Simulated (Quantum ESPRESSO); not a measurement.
A self-consistent single point of YSi2Ir2 (I4/mmm, 5 atoms in the cell) with Quantum ESPRESSO.

Method: vdW-DF-cx, SSSP 1.1.2 efficiency (PBE) pseudopotentials (plane waves; Quantum ESPRESSO).

```xyz
5
Lattice="2.0341 -2.0341 4.9629 2.0341 2.0341 4.9629 -2.0341 -2.0341 4.9629" Properties=species:S:1:pos:R:3 pbc="T T T"
Y      0.0000     0.0000     0.0000
Si     0.0000     0.0000     6.1737
Si     0.0000     0.0000     3.7520
Ir    -2.0341     0.0000     2.4814
Ir     0.0000     2.0341     2.4814
```

Reference input (self-consistent single point, DFT, LDA (PZ), plane waves, GBRV 1.5 ultrasoft (LDA) pseudopotentials): ecutwfc = 40 Ry; ecutrho = 320 Ry; occupations = smearing; smearing = fd; degauss = 0.0073499 Ry; potentials = {Y: y_lda_v1.4.uspp.F.UPF, Si: si_lda_v1.uspp.F.UPF, Ir: ir_lda_v1.2.uspp.F.UPF}; K_POINTS = automatic 9 9 9 0 0 0; conv_thr = 1e-10 Ry. This run's input differs from it in these lines:

```diff
@@ -14,4 +14,4 @@
  ntyp = 3,
- ecutwfc = 40,
- ecutrho = 320,
+ ecutwfc = 50,
+ ecutrho = 400,
  occupations = 'smearing',
@@ -19,2 +19,3 @@
  degauss = 0.0073499,
+ input_dft = 'vdw-df-cx',
 /
@@ -24,5 +25,5 @@
 ATOMIC_SPECIES
-Y     88.9058  y_lda_v1.4.uspp.F.UPF
-Si    28.0850  si_lda_v1.uspp.F.UPF
-Ir   192.2170  ir_lda_v1.2.uspp.F.UPF
+Y     88.9058  Y_pbe_v1.uspp.F.UPF
+Si    28.0850  Si.pbe-n-rrkjus_psl.1.0.0.UPF
+Ir   192.2170  Ir_pbe_v1.2.uspp.F.UPF
 ATOMIC_POSITIONS {angstrom}
```

The program printed (abridged):

```
     Self-consistent Calculation

     iteration #  1     ecut=    50.00 Ry     beta= 0.70

     negative rho (up, down):  6.317E-01 0.000E+00

     total energy              =    -471.98871118 Ry
     estimated scf accuracy    <       3.24256961 Ry

     iteration #  2     ecut=    50.00 Ry     beta= 0.70

     negative rho (up, down):  6.878E-01 0.000E+00

     total energy              =    -472.21980070 Ry
     estimated scf accuracy    <      11.34556409 Ry

     iteration #  3     ecut=    50.00 Ry     beta= 0.70

     negative rho (up, down):  6.899E-01 0.000E+00

     total energy              =    -473.81488066 Ry
     estimated scf accuracy    <       0.04731946 Ry

   [... 7 blocks of this kind left out ...]

     iteration # 11     ecut=    50.00 Ry     beta= 0.70

     negative rho (up, down):  6.862E-01 0.000E+00

     total energy              =    -473.84508441 Ry
     estimated scf accuracy    <          1.5E-10 Ry

     iteration # 12     ecut=    50.00 Ry     beta= 0.70

     negative rho (up, down):  6.862E-01 0.000E+00
     End of self-consistent calculation

     the Fermi energy is    16.0376 ev

!    total energy              =    -473.84508441 Ry
     estimated scf accuracy    <          2.4E-11 Ry
     smearing contrib. (-TS)   =      -0.00403017 Ry
     internal energy E=F+TS    =    -473.84105423 Ry

     convergence has been achieved in  12 iterations

     negative rho (up, down):  6.862E-01 0.000E+00

     Forces acting on atoms (cartesian axes, Ry/au):

     atom    1 type  1   force =     0.00000000    0.00000000    0.00000000
     atom    2 type  2   force =     0.00000000    0.00000000   -0.00648786
     atom    3 type  2   force =     0.00000000    0.00000000    0.00648786
     atom    4 type  3   force =     0.00000000    0.00000000    0.00000000
     atom    5 type  3   force =     0.00000000    0.00000000   -0.00000000

     Total force =     0.009175     Total SCF correction =     0.000006

     negative rho (up, down):  6.862E-01 0.000E+00
          total   stress  (Ry/bohr**3)                   (kbar)     P=      -20.08
  -0.00015493  -0.00000000  -0.00000000          -22.79       -0.00       -0.00
  -0.00000000  -0.00015493   0.00000000           -0.00      -22.79        0.00
  -0.00000000   0.00000000  -0.00009957           -0.00        0.00      -14.65

   JOB DONE.
```

The run converged in 12 iterations. Against the reference run the pressure goes from -7.10 to -2.01 GPa and the largest force goes from 0.103 to 0.167 eV/Å.

The starting cell comes from a database of computed structures (which also holds hypothetical and non-ambient phases and stackings), without a prior relaxation at this level. Spin polarisation is off.

Cost on one core of a shared machine: roughly 5 min.
